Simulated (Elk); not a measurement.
Worked example: self-consistent single point of ReTc (P-6m2, 2 atoms in the cell) in Elk

Method: PBEsol, all-electron FP-LAPW, Elk's shipped species files, APW+lo basis with extra local orbitals in Elk.

The input file:

```
tasks
  0

xctype
  22

tforce
  .true.

rgkmax
  7.5

gmaxvr
  18.0

lmaxapw
  10

lmaxo
  8

nxlo
  2

lorbcnd
  .true.

lradstp
  2

nrmtscf
  2.0

rmtscf
  0.87

lmaxi
  4

stype
  0

swidth
  0.00734986

avec
    5.1954244243   -0.0000000905    0.0000000000
   -2.5977121338    4.4993695802    0.0000000000
    0.0000000000    0.0000000000    8.3908942194

atoms
  2   : nspecies
  'Tc.in'   : spfname
  1   : natoms; atposl, bfcmt below
  0.6666666667  0.3333333333  0.0000000000    0.0 0.0 0.0
  'Re.in'   : spfname
  1   : natoms; atposl, bfcmt below
  0.0000000000  0.0000000000  0.5000000000    0.0 0.0 0.0

ngridk
  11 11 6
```

Output, abridged:

```
│ Elk code version 10.2.4 │

All units are atomic (Hartree, Bohr, etc.)

│ Ground-state run starting from atomic densities │

Lattice vectors :
   5.195424424     -0.9050000000E-07   0.000000000
  -2.597712134       4.499369580       0.000000000
   0.000000000       0.000000000       8.390894219

Unit cell volume      :    196.1466708
Brillouin zone volume :    1.264615975

Muffin-tin inner radius fraction :   0.1000000000E-01

Nuclei treated as point charges

Species :    1 (Tc)
 parameters loaded from : Tc.in
 name : technetium
 nuclear charge    :   -43.00000000
 electronic charge :    43.00000000
 atomic mass :    178643.0715
 muffin-tin radius :    2.262000000
 number of radial points in muffin-tin :   1199
 atomic positions (lattice), magnetic fields (Cartesian) :
   1 :   0.00000000  0.00000000  0.00000000    0.00000000  0.00000000  0.00000000

Species :    2 (Re)
 parameters loaded from : Re.in
 name : rhenium
 nuclear charge    :   -75.00000000
 electronic charge :    75.00000000
 atomic mass :    339434.5961
 muffin-tin radius :    2.436000000
 number of radial points in muffin-tin :   1399
 atomic positions (lattice), magnetic fields (Cartesian) :
   1 :   0.33333333  0.66666667  0.50000000    0.00000000  0.00000000  0.00000000

Total number of atoms per unit cell :    2

Spin treatment :
 spin-unpolarised

Number of Bravais lattice symmetries :   24
Number of crystal symmetries         :   12
Crystal has no inversion symmetry
Complex Hermitian eigensolver will be used

k-point grid :     11    11     6
k-point offset :    0.000000000       0.000000000       0.000000000
k-point set is reduced with full crystal symmetry group
Total number of k-points :      104

Muffin-tin radius times maximum |G+k| :    7.500000000
 using average radius
Maximum |G+k| for APW functions       :    3.192848020
Maximum (1/2)|G+k|²                   :    5.097139241
Maximum |G| for potential and density :    18.00000000
 potential will be trimmed for |G| > 2 gkmax
Constant for pseudocharge density :   11
Radial integration step length :    2

G-vector grid sizes :     30    30    49
Number of G-vectors :    19267

Maximum angular momentum used for
 APW functions                      :   10
 outer part of muffin-tin           :    8
 inner part of muffin-tin           :    4

Total nuclear charge    :   -118.0000000
Total core charge       :    74.00000000
Total valence charge    :    44.00000000
Total excess charge     :    0.000000000
Total electronic charge :    118.0000000

Effective Wigner radius, rₛ :   0.7348580255

Number of empty states         :    8
Total number of valence states :   30
Total number of core states    :   74

Conduction state local-orbitals added automatically
Total number of local-orbitals :  248

Exchange-correlation functional :     22     0     0
 PBEsol, Phys. Rev. Lett. 100, 136406 (2008)
 gradient requirement :    1
 generalised gradient approximation (GGA)

Smearing type :    0
 Gaussian
Smearing width :   0.7349860000E-02
Effective electronic temperature (K) :    2320.902224

Mixing type :    3
 Broyden mixing, J. Phys. A: Math. Gen. 17, L317 (1984)

Kohn-Sham potential initialised from atomic data
│ Self-consistent loop started │
│ Loop number : 1 │
 total energy                :     -21006.9149270
│ Loop number : 2 │
 total energy                :     -21006.2323128
RMS change in Kohn-Sham potential (target) :   0.2102258435     (  0.1000000000E-05)
Absolute change in total energy (target)   :   0.6826142231     (  0.1000000000E-03)
│ Loop number : 3 │
 total energy                :     -21006.9813210
RMS change in Kohn-Sham potential (target) :   0.1831585252     (  0.1000000000E-05)
Absolute change in total energy (target)   :   0.5783546961     (  0.1000000000E-03)
│ Loop number : 4 │
 total energy                :     -21006.4034538
RMS change in Kohn-Sham potential (target) :   0.1335588977     (  0.1000000000E-05)
Absolute change in total energy (target)   :   0.4332785276     (  0.1000000000E-03)
│ Loop number : 5 │
 total energy                :     -21004.9687215
RMS change in Kohn-Sham potential (target) :   0.1018659924     (  0.1000000000E-05)
Absolute change in total energy (target)   :    1.543051975     (  0.1000000000E-03)
   [... lines left out ...]
Absolute change in total energy (target)   :   0.2730569647E-01 (  0.1000000000E-03)
│ Loop number : 13 │
 total energy                :     -20997.6693903
RMS change in Kohn-Sham potential (target) :   0.5780905946E-05 (  0.1000000000E-05)
Absolute change in total energy (target)   :   0.4925902089E-02 (  0.1000000000E-03)
│ Loop number : 14 │
 total energy                :     -20997.6699245
RMS change in Kohn-Sham potential (target) :   0.2959442286E-05 (  0.1000000000E-05)
Absolute change in total energy (target)   :   0.6972237716E-03 (  0.1000000000E-03)
│ Loop number : 15 │
 total energy                :     -20997.6700089
RMS change in Kohn-Sham potential (target) :   0.1406977285E-05 (  0.1000000000E-05)
Absolute change in total energy (target)   :   0.8995066310E-04 (  0.1000000000E-03)
│ Loop number : 16 │
 total energy                :     -20997.6700286
RMS change in Kohn-Sham potential (target) :   0.5932108251E-06 (  0.1000000000E-05)
Absolute change in total energy (target)   :   0.2723958460E-05 (  0.1000000000E-03)
Convergence targets achieved

│ Loop number : 17 │

Energies :
 Fermi                       :     0.552399168636
 sum of eigenvalues          :     -12771.7771944
 electron kinetic            :      23348.1987535
 core electron kinetic       :      22540.9811384
 Coulomb                     :     -43890.9008684
 Coulomb potential           :     -35521.1762367
 nuclear-nuclear             :     -1794.26684560
 electron-nuclear            :     -48672.0918089
 Hartree                     :      6575.45778613
 Madelung                    :     -26130.3127501
 xc potential                :     -598.799711200
 exchange                    :     -447.272614968
 correlation                 :     -7.69532229620
 total energy                :     -20997.6700522

Density of states at Fermi energy :    46.84952545
 (states/Hartree/unit cell)

Estimated indirect band gap :   0.2262885772E-02
 from k-point     19 to k-point    104
Estimated direct band gap   :   0.8322773453E-02
 at k-point     92

Charges :
 core                        :    74.00000000
 valence                     :    44.00000000
 interstitial                :    4.285561102
 muffin-tins (core leakage)
  species :    1 (Tc)
   atom    1                 :    40.70671902     (  0.1786811374E-05)
  species :    2 (Re)
   atom    1                 :    73.00771987     (  0.9005671799E-06)
 total in muffin-tins        :    113.7144389
 total calculated charge     :    117.9996486
 total charge                :    118.0000000
 error                       :   0.3513892731E-03

│ Self-consistent loop stopped │

Forces :
 species :    1 (Tc)
  atom :    1
   Hellmann-Feynman          :     0.00000000   -0.00000000    0.00000000
   IBS                       :    -0.00000000    0.00000000    0.00000000
   total force               :     0.00000000   -0.00000000    0.00000000
   total magnitude           :     0.00000000
 species :    2 (Re)
  atom :    1
   Hellmann-Feynman          :    -0.00000000    0.00000000    0.00000000
   IBS                       :     0.00000000   -0.00000000    0.00000000
   total force               :     0.00000000    0.00000000    0.00000000
   total magnitude           :     0.00000000
```

The run converged in 17 iterations. The count includes the last loop, which Elk runs after its targets are met.

The starting cell comes from a database of computed structures (which also holds hypothetical and non-ambient phases and stackings), without a prior relaxation at this level. Spin-orbit coupling is off. Spin polarisation is off. Values depend on the basis (sphere radii, cutoffs, local orbitals), which need not be converged. The log's line on a gap gives a spacing of levels on this mesh, which the program prints for metals too.

Cost on one core of a shared machine: roughly 2 min.
